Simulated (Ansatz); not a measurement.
The starting structures come from a database of crystals and need not be the phases stable at ambient conditions.

 Where the default PAW files enter, the runs use the earlier of Ansatz's two default sets.

## Evanescent states of Mg(AlC)2 (P-3m1, not sure to be the ambient phase, 5 atoms a cell, 11.6 Å³ an atom, -3 GPa at this level) along the normal of (110)

All values below come from r2SCAN (plane waves, PAW; Ansatz, a program for electronic structure).

The gap is the functional's own, uncorrected, and κ follows it; spin-orbit coupling is left out. Mid-gap values are interpolated between the computed energies.

Energies count from the valence-band top; κ is the least over a 6×6 mesh across the current.

```tsv
E (eV)	κ (1/Å)	where
0.06	0.115	Γ
0.17	0.147	Γ
0.28	0.163	Γ
0.39	0.177	Γ
0.49	?	Γ
0.60	?	Γ
0.71	?	Γ
0.82	?	Γ
0.94	?	Γ
1.04	?	Γ
1.16	?	Γ
1.26	?	Γ
1.38	?	Γ
1.49	?	Γ
1.59	?	off Γ
1.71	0.162	off Γ
1.81	0.142	off Γ
1.93	0.117	off Γ
2.04	0.081	off Γ
```

Q: Some entries are withheld; supply them.

A: 
- 0.49, κ (1/Å): 0.189
- 0.60, κ (1/Å): 0.199
- 0.71, κ (1/Å): 0.208
- 0.82, κ (1/Å): 0.216
- 0.94, κ (1/Å): 0.216
- 1.04, κ (1/Å): 0.211
- 1.16, κ (1/Å): 0.205
- 1.26, κ (1/Å): 0.199
- 1.38, κ (1/Å): 0.192
- 1.49, κ (1/Å): 0.184
- 1.59, κ (1/Å): 0.175
